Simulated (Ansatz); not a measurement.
Response to strain in AlN

Consider AlN in the zinc blende structure (space group F-43m, No. 216; a = 4.3698 Å).

Strains are applied to the cell and any free atomic positions relax.

The values are results of plane-wave PAW DFT at the r2SCAN level (Ansatz, an electronic-structure program, 500 eV), no SOC, not measurements.

| isotropic strain (%) | pressure (GPa) |
|---|---|
| -3 | 22.9 |
| -2.5 | 18.5 |
| -2 | 14.3 |
| -1.5 | 10.4 |
| -1 | 6.7 |
| -0.5 | ? |
| 0 | 0.0 |

Fit P = P₀ − Bδ + Cδ² with δ = (1 + ε)³ − 1 to the rows shown and predict the withheld row.

Least squares on the printed values gives P₀ = 0.0 GPa, B = 205 GPa, C = 648 GPa (largest residual 0.0 GPa); this predicts 3.2 GPa, and the run gives 3.3 GPa, in agreement.

Stability against distortions was not tested. This is not the structure that AlN has at room temperature and ambient pressure.
